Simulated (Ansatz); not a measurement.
```yaml
junction: intrinsic stacking fault in fcc Au
cell_area: 7.49 Å²
transmission_a_spin: 0.7467
channels_of_the_lower_lead: 0.7863
channels_of_the_upper_lead: 0.7863
```

Level of theory: PBE (plane waves, PAW; Ansatz, an electronic-structure program).

Work out the resistance-area product that the junction adds between diffusive leads.

AR = A (h/2e²)[1/T − 1/(2N₁) − 1/(2N₂)] = 7.49 × 10⁻²⁰ m² × 12906 Ω × 0.0674 = 0.065 × 10⁻¹⁵ Ω m².
